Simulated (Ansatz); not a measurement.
The starting structures come from a database of crystals and need not be the phases stable at ambient conditions.

 Where the default PAW files enter, the runs use the earlier of Ansatz's two default sets.

By LDA, the system below comes out a metal.

Without scattering a metal conducts by its projected Fermi surface.

```
Al
1.0
    4.50065     0.00000     0.00000
   -2.25032     3.89768     0.00000
    2.25032     1.29923     0.91869
Al
1
Direct
  0.00000   0.00000   0.00000
```

Space group of this cell: Im-3m, bcc (W type). The cell is taken as given.

The current flows along the normal of the first two printed cell vectors, the (111) plane of the conventional cell. No spin-orbit coupling; the value is a mean over 0.1 eV about the Fermi level.

Question: Compute, with LDA run with Ansatz (an electronic-structure program), the ballistic conductance per area.

Answer: 1.7 × 10¹⁵ S/m² for both spins.
